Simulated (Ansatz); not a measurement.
**La2O3, pressure series**

Take La₂O₃ (space group P-3m1, No. 164; a = 3.940 Å, c = 6.188 Å) as the base.

Cell and atoms are relaxed at each pressure.

Method: Ansatz (a first-principles code) PBE, spin-orbit coupling left out, earlier PAW set.

```tsv
case	gap character	width of the top valence band	band gap	density	c/a ratio
base	indirect, L → M	0.36 eV	3.83 eV	6.50 g/cm³	1.570
pressure −2 GPa	indirect, L → M	0.35 eV	3.82 eV	6.38 g/cm³	1.582
pressure −1 GPa	indirect, L → M	0.36 eV	3.83 eV	6.44 g/cm³	1.576
pressure 3 GPa	indirect, L → M	0.38 eV	3.86 eV	6.67 g/cm³	1.553
pressure 7 GPa	indirect, L → K	0.42 eV	3.88 eV	6.89 g/cm³	1.529
pressure 15 GPa	indirect, L → K	0.49 eV	3.84 eV	7.28 g/cm³	1.482
pressure 30 GPa	indirect, L → K	0.56 eV	3.74 eV	7.89 g/cm³	1.410
pressure 50 GPa	indirect, L → K	0.55 eV	3.70 eV	8.53 g/cm³	1.362
pressure 75 GPa	indirect, K–Γ (47 % along) → K	0.64 eV	3.68 eV	9.17 g/cm³	1.335
pressure 100 GPa	indirect, K–Γ (47 % along) → Γ	0.71 eV	3.62 eV	9.72 g/cm³	1.321
```

Load acts through the strain it causes; cell and atoms are relaxed under it. Stability against distortions was not tested. Competing high-pressure phases were not computed.
